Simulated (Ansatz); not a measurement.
## What uniaxial strain ε_zz = −2.00 % does to Re

Take Re in the hcp (Mg type) structure (space group P6_3/mmc, No. 194; a = 2.776 Å, c = 4.481 Å; relaxed with 0.1 eV smearing) as the base. Axes: x lies along a and z along c of the hexagonal cell.

One thing is altered: the cell is compressed by 2.00 % along z with no lateral relaxation; the atoms relax in the strained cell.

Computed with Kohn–Sham DFT with the PBE functional, run in Ansatz (a quantum-chemistry and plane-wave program) with PAW and 420 eV plane waves, no spin-orbit coupling. k-mesh 24×24×13 (Γ-centred); smearing 0.1 eV (Fermi–Dirac).

The volume per atom falls by 0.30 Å³ to 14.66 Å³ and the shortest interatomic distance decreases by 0.036 Å (2.755 Å → 2.719 Å). The energy rises by 13 meV/atom and the pressure (mean of the normal stresses, compression positive) goes from zero to 7.9 GPa. The band gap stays zero and the stress (xx, yy, zz, yz, xz, xy; compression positive) amounts to (4.8, 4.8, 14.0, 0.0, 0.0, 0.0) GPa.

Final structure:

```
CELL_PARAMETERS angstrom
      2.77642     0.00000     0.00000
     -1.38821     2.40445     0.00000
      0.00000     0.00000     4.39131
ATOMIC_POSITIONS crystal
  Re 0.66667 0.33333 0.75000
  Re 0.33333 0.66667 0.25000
```

Whether these cells are dynamically stable was not tested. The final runs are not spin-polarised.
